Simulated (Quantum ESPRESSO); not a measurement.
Input and output of a self-consistent single point for Al3Sc (Pm-3m, 4 atoms in the cell) (Quantum ESPRESSO).

Method: PBEsol, PSlibrary PAW (PBE) pseudopotentials (plane waves; Quantum ESPRESSO 7.5).

```xyz
4
Lattice="4.0258 0.0000 0.0000 0.0000 4.0258 0.0000 0.0000 0.0000 4.0258" Properties=species:S:1:pos:R:3 pbc="T T T"
Sc     0.0000     0.0000     0.0000
Al     0.0000     2.0129     2.0129
Al     2.0129     0.0000     2.0129
Al     2.0129     2.0129     0.0000
```

Reference input (self-consistent single point, DFT, PBE, plane waves, PSlibrary PAW (PBE) pseudopotentials): ecutwfc = 55 Ry; ecutrho = 440 Ry; occupations = smearing; smearing = fermi-dirac; degauss = 0.0099958 Ry; potentials = {Sc: Sc.pbe-spn-kjpaw_psl.1.0.0.UPF, Al: Al.pbe-n-kjpaw_psl.1.0.0.UPF}; K_POINTS = automatic 7 7 7 0 0 0; conv_thr = 1e-10 Ry; mixing_beta = 0.3. This run's input differs from it in these lines:

```diff
@@ -18,2 +18,3 @@
   degauss = 0.0099958
+  input_dft = 'pbesol'
 /
```

Output (repeated stretches shortened):

```
     Self-consistent Calculation

     iteration #  1     ecut=    55.00 Ry     beta= 0.30

     Threshold (ethr) on eigenvalues was too large:
     Diagonalizing with lowered threshold

     total energy              =    -270.94762858 Ry
     estimated scf accuracy    <       0.04682181 Ry

     iteration #  2     ecut=    55.00 Ry     beta= 0.30

     total energy              =    -270.94955820 Ry
     estimated scf accuracy    <       0.01164227 Ry

     iteration #  3     ecut=    55.00 Ry     beta= 0.30

     total energy              =    -270.94951359 Ry
     estimated scf accuracy    <       0.00560616 Ry

   [... 19 blocks of this kind left out ...]

     iteration # 23     ecut=    55.00 Ry     beta= 0.30

     total energy              =    -270.95122426 Ry
     estimated scf accuracy    <          7.2E-10 Ry

     iteration # 24     ecut=    55.00 Ry     beta= 0.30
     End of self-consistent calculation

     the Fermi energy is     9.6120 ev

!    total energy              =    -270.95122426 Ry
     estimated scf accuracy    <          3.2E-12 Ry
     smearing contrib. (-TS)   =      -0.00550976 Ry
     internal energy E=F+TS    =    -270.94571451 Ry

     convergence has been achieved in  24 iterations

     Forces acting on atoms (cartesian axes, Ry/au):

     atom    1 type  1   force =     0.00000000    0.00000000    0.00000000
   [... zero for the other atoms too ...]

     Total force =     0.000000     Total SCF correction =     0.000000

          total   stress  (Ry/bohr**3)                   (kbar)     P=       31.61
   0.00021485   0.00000000   0.00000000           31.61        0.00        0.00
   0.00000000   0.00021485   0.00000000            0.00       31.61        0.00
   0.00000000   0.00000000   0.00021485            0.00        0.00       31.61

   JOB DONE.
```

The run converged in 24 iterations. Against the reference run the pressure goes from 5.49 to 3.16 GPa.

The starting cell has typed, rounded lattice constants, without a prior relaxation at this level. Its lattice was rescaled by a random factor within 2.5 % of one. With a pressure of about 3 GPa the cell is away from its equilibrium volume at this level.

Cost on one core of a shared machine: roughly 2 min.
